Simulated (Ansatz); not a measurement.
A hypothetical phase is included: elements placed on a structure type, which no database files for this compound.

# Evanescent states of GaAs (Pm-3n, 12 atoms a cell, 28.8 Å³ an atom) along the normal of (001)

The numbers are results of r2SCAN (plane waves, PAW; Ansatz, a program for electronic structure), not measurements.

The gap is the functional's own, uncorrected, and κ follows it; spin-orbit coupling is left out. Mid-gap means the computed energy nearest the middle.

Energies count from the valence-band top; κ is the least over a 4×4 mesh across the current.

| E (eV) | κ (1/Å) | where |
|---|---|---|
| 0.03 | 0.015 | Γ |
| 0.07 | 0.025 | Γ |
| 0.12 | 0.031 | Γ |
| 0.17 | ? | Γ |
| 0.23 | ? | Γ |
| 0.28 | ? | Γ |
| 0.33 | ? | Γ |
| 0.38 | ? | Γ |
| 0.42 | ? | Γ |
| 0.47 | ? | Γ |
| 0.53 | ? | Γ |
| 0.57 | 0.032 | Γ |
| 0.62 | 0.026 | Γ |
| 0.68 | 0.014 | Γ |

### Question
What belongs in the gaps?

### Answer

- 0.17, κ (1/Å): 0.035
- 0.23, κ (1/Å): 0.038
- 0.28, κ (1/Å): 0.040
- 0.33, κ (1/Å): 0.041
- 0.38, κ (1/Å): 0.041
- 0.42, κ (1/Å): 0.041
- 0.47, κ (1/Å): 0.039
- 0.53, κ (1/Å): 0.036
